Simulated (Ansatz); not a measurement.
System: Nb2B2Si (model structure, started from the Ti2InB2 type, P-6m2, No. 187, 5 atoms in the cell). Method: LDA (plane waves, PAW; Ansatz, a first-principles code).

Numerical settings: plane-wave cutoff 520 eV, 24×24×8 k mesh (along the axes of the cell as run), Fermi–Dirac smearing 0.05 eV, no spin polarisation, scalar-relativistic PAW data made under PBE.

Cell (relaxed at this level):

```cif
data_B2Nb2Si
_chemical_formula_sum 'Nb2 Si1 B2'
_space_group_name_H-M_alt 'P 1'
_space_group_IT_number 1
_cell_length_a 3.12110
_cell_length_b 3.12110
_cell_length_c 6.91182
_cell_angle_alpha 90.000
_cell_angle_beta 90.000
_cell_angle_gamma 120.000
loop_
_space_group_symop_operation_xyz
  'x, y, z'
loop_
_atom_site_label
_atom_site_type_symbol
_atom_site_fract_x
_atom_site_fract_y
_atom_site_fract_z
_atom_site_occupancy
Nb1 Nb 0.33333 0.66667 0.72648 1
Nb2 Nb 0.33333 0.66667 0.27352 1
Si1 Si 0.00000 0.00000 0.00000 1
B1 B 0.00000 0.00000 0.50000 1
B2 B 0.66667 0.33333 0.50000 1
```

Q: Estimate the bulk modulus that the calculation returns.

A: 
* **bulk modulus**: 244 GPa

Note: the run has no spin polarisation, so it can have missed a magnetic state; the bulk modulus is −V dP/dV from two relaxed cells at ±2 % in volume; the relaxation could raise the start's symmetry but not lower it, so the cell can be a saddle point.

Static lattice: no zero-point or thermal effects.

It cost around 2.4 core-minutes (rough) of CPU time.

A model structure was made by putting elements into a prototype or built by hand; it is no filed structure, need not be a known phase, and can be a saddle point held by its symmetry.
